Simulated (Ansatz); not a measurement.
Ansatz (a program for electronic structure) run on TiSi (Amm2, 2 atoms in the cell): zone-centre phonon calculation.

Computed with LDA (PW92), PAW files made with PBE (plane waves; Ansatz).

```yaml
crystal:
  lattice:
    - [3.83428, 0.00000, 0.00000]
    - [0.00000, 1.82350, 2.15938]
    - [0.00000, -1.82350, 2.15938]
  atoms:
    - { symbol: Ti, position: [0.00000, 0.04484, 0.04484] }
    - { symbol: Si, position: [0.50000, 0.55666, 0.55666] }
```

Reference input (self-consistent single point, DFT, PBEsol, plane waves, PAW files made with PBE): basis.ecutwfc = 420 eV; kpoints.mp_grid.grid = 11 16 16; hamiltonian.xc = pbesol; hamiltonian.pseudopotentials = {kind: paw} (the program's default PAW files); scf.occupations.method = fermi_dirac; scf.occupations.width = 0.136 eV. This run's input differs from it in these lines:

Ansatz 0.2 input:
```diff
@@ -15,3 +15,3 @@
 hamiltonian:
-  xc: pbesol
+  xc: lda
   pseudopotentials:
@@ -23,6 +23,4 @@
     width: 0.136 eV
-output:
-  forces: true
-  eigenvalues: true
-  stress: true
+phonons:
+  method: dfpt
```

Output, abridged:

```
SCF iter   1: F=—  HF=-3060.375966 eV  |F-HF|=—  |Δ(HF+E_count)|=         —  Δρ=4.02e-2  dr2=5.92e-1  ethr=3.10e-3  ⟨swp⟩=4.8  Hψ=28051  notcnv=0
all-band conjugate gradients solve this SCF's bands
preconditioner: auto → none
SCF iter   2: F=—  HF=-3060.246821 eV  |F-HF|=—  |Δ(HF+E_count)|=   1.29e-1  Δρ=2.30e-2  dr2=2.75e-1  ethr=3.10e-3  ⟨swp⟩=2.0  Hψ=10058  notcnv=0
   [... lines left out ...]
SCF iter   7: F=—  HF=-3060.158614 eV  |F-HF|=—  |Δ(HF+E_count)|=   1.12e-8  Δρ=2.10e-6  dr2=9.17e-10  ethr=5.03e-10  ⟨swp⟩=2.7  Hψ=8881  notcnv=0
SCF iter   8: F=-3060.158614 eV  HF=-3060.158614 eV  |F-HF|=6.37e-12  |Δ(HF+E_count)|=  3.80e-10  Δρ=1.77e-7  dr2=6.07e-12  ethr=1.00e-12  ⟨swp⟩=4.0  Hψ=25630  notcnv=0
the search or the solves at the SCF's close seem to have found levels that the self-consistency loop had missed (the run counts 1) …
SCF 1 converged in 8 iterations: F = -3060.158614 eV  dr2 = 6.07e-12
DFPT response loops at Γ: preconditioner auto → Kerker (q_TF=auto, 2.454 Å⁻¹) (partly filled bands, converged f_vac=0.000) …
Free energy (F): -3060.158614 eV
Internal energy: -3060.077214 eV  (E = F + TS)
E sigma→0 (E₀):  -3060.117914 eV
Entropy (-TS):   -0.081400 eV (-40.700 meV/atom)
Fermi energy:    12.517358 eV
--- Phonons (Γ-DFPT): 6 representative perturbations + reference, on 438 of 2816 k-points (Σ response iterations 18) ---
  k mesh reduced under 4 symmetry operations, with k and −k counted as one. Each operation leaves every solved displacement unchanged or reverses it
  ASR residual: 9.101e-4 → 0.000e0 eV/Å²; symmetrization residual: 2.442e-6 eV/Å²
  ASR residual per site (eV/Å²): 9.10e-4 6.01e-5
  Γ frequencies (cm⁻¹): 0.00 0.00 0.00 84.83 285.11 317.92
  non-analytic LO–TO correction: not included (Born effective charges unavailable; polar crystals: no LO–TO splitting at Γ)
```

The run converged in 8 iterations. 

Summary of the result:
```
Property                                                                 Result
--------------------------------------------------------  ---------------------
Free energy E − TS (on the zero of these files)                   -3060.1586 eV
Fermi level (on the code's own zero)                                   12.52 eV
Zone-centre frequencies (cm⁻¹; negative means imaginary)  0, 0, 0, 85, 285, 318
```

The starting cell comes from a database of computed structures (which also holds hypothetical and non-ambient phases and stackings), without a prior relaxation at this level. Its lattice was rescaled by a random factor within 2.5 % of one. Spin polarisation is off.

Cost on one core of a shared machine: roughly 50 s.
